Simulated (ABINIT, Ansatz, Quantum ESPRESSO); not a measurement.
# Code comparison for GaSb (F-43m, 2 atoms in the cell)

Self-consistent single point.

```yaml
crystal:
  lattice:
    - [0.00000, 3.05000, 3.05000]
    - [3.05000, 0.00000, 3.05000]
    - [3.05000, 3.05000, 0.00000]
  atoms:
    - { symbol: Ga, position: [0.00000, 0.00000, 0.00000] }
    - { symbol: Sb, position: [0.25000, 0.25000, 0.25000] }
```

Shared settings, as Ansatz (a quantum-chemistry and plane-wave program) writes them: kpoints.mp_grid.grid = 8 8 8; magnetization.spin_orbit = true; scf.occupations.method = fermi_dirac; scf.occupations.width = 0.01 eV. Potentials and cutoffs stand in the table.

```
code                                                                                                      model  pressure (GPa)   cutoff
----------------  ---------------------------------------------------------------------------------------------  --------------  -------
Quantum ESPRESSO              PBE, spin-orbit coupling, PSlibrary fully relativistic PAW (PBE) pseudopotentials            2.83    70 Ry
Ansatz                                                          PBE with spin-orbit coupling, default PAW files            2.85  default
ABINIT            PBE, spin-orbit coupling, norm-conserving pseudopotentials (PseudoDojo nc-fr-04 PBE standard)            2.89    80 Ry
```

No clean gap comes from Quantum ESPRESSO, Ansatz and ABINIT: levels at the Fermi energy touch, overlap or are partly filled at this smearing.

The spread over the programs that give each value: pressure within 0.06 GPa.

Ansatz's pressure is given at a fixed set of plane waves, as the other plane-wave codes print theirs; with its correction for the finite basis it is 2.89 GPa.

The starting cell has typed, rounded lattice constants, without a prior relaxation at this level.

Left out of this page: Elk (with a known weakness of the program); FLEUR and SIESTA (not drawn, or without a comparable value).

Keys are those of Ansatz 0.2.
